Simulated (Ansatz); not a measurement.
**Cs2RbCuF6 under a change: biaxial strain +1.95 %, plane normal [111], relaxed out of plane**

The reference is Cs$_{2}$RbCuF$_{6}$ (space group Fm-3m, No. 225; a = 9.084 Å; ferromagnetic; a cell from a computed database, its experimental status unchecked). Axes: x, y, z lie along the cube axes.

Perturbation: tensile biaxial strain of 1.95 % in the plane normal to [111], as in epitaxy on a mismatched substrate; the out-of-plane cell vector and the atoms relax.

Level of theory: DFT with PBEsol, PAW potentials and a 420 eV plane-wave cutoff in Ansatz (a first-principles code), no SOC. k-mesh 9×9×9 (Γ-centred); smearing 0.05 eV (Fermi–Dirac).

The space group goes from Fm-3m (No. 225) to R-3m (No. 166) and the shortest interatomic distance grows by 0.0042 Å, from 1.908 Å to 1.913 Å. The energy rises by 1.9 meV/atom and the pressure (mean of the normal stresses, compression positive) goes from zero to -0.56 GPa. The band gap stays 1.10 eV and the gap character comes out as indirect, T → F. The magnetic state stays ferromagnetic and the largest site moment is still 1.11 μB. The out-of-plane strain amounts to -2.13 % and the ratio −ε⊥/ε∥ amounts to 1.09.

Cost of the whole job for the changed cell (relaxation, final SCF and bands): roughly 24 core-minutes.

Whether these cells are dynamically stable was not tested. No Hubbard U is applied and the magnetic state is the run's own (Cs2RbCuF6 ferromagnetic); other magnetic orders, which need larger cells, were not tried and can change the gap. Where the two band edges lie in opposite spin channels, the gap is a spin-flip gap. k-point labels follow each cell's own Brillouin zone.
